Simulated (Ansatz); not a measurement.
# orthorhombic CsPbBr3: the defect Br on the Cs site

These are PBE, PAW (plane waves to 420 eV; Ansatz, an electronic-structure program) values and carry that method's errors. A supercell of 80 sites (2×1×2 repeats of a cell of 20 atoms) was used; the energies come from a 1×2×1 shifted sampling of its zone. Site at the start: the Cs site. Finite-size correction: monopole term and site-potential alignment. Dielectric constants: PBE linear response of the host. Host gap at this level: 2.13 eV. These values are not converged in cell size to better than tenths of an eV.  Spin–orbit coupling is left out, which matters for these heavy elements. Each state is the lowest found from its start.

In at least one state atoms left their starting sites on relaxation (a large move, or an atom on the emptied site), so the name describes the start.

Charges with a result: +2, +1, 0, −1, −2. Others weren't obtained, and one of them could lie lower, also by skipping a charge.

```csv
charge,moment (μB),point group,largest move off a lattice site (Å),image correction with alignment (eV)
+2*,not spin-polarised,–,2.78,–
+1*,quenched,–,2.81,–
0*,not spin-polarised,C1,2.82,–
−1*,quenched,–,2.85,–
−2,not spin-polarised,C1,2.85,0.31
```

* At this level the carrier isn't localised at the defect: at charge +2 holes occupy the valence band; at charge +1 holes occupy the valence band; at charge 0 holes occupy the valence band; at charge −1 holes occupy the valence band. Such a state is shallow or no state of the defect, and this cell gives it no level.

Point groups are those of the whole cell at tolerances of 0.03 and 0.1 Å ("near" where only the looser one holds); none is given for unsettled states.

Starting moments that weren't kept: charge +1 began with 1 μB and ended with 0.0; charge −1 began with 1 μB and ended with 0.0.

Flagged in the runs: a doubtful potential alignment, a host whose relaxation on this sampling wasn't shown to rest, a strain field that reaches the edge of the cell.

All states together cost about 4 core-hours (a rough figure).
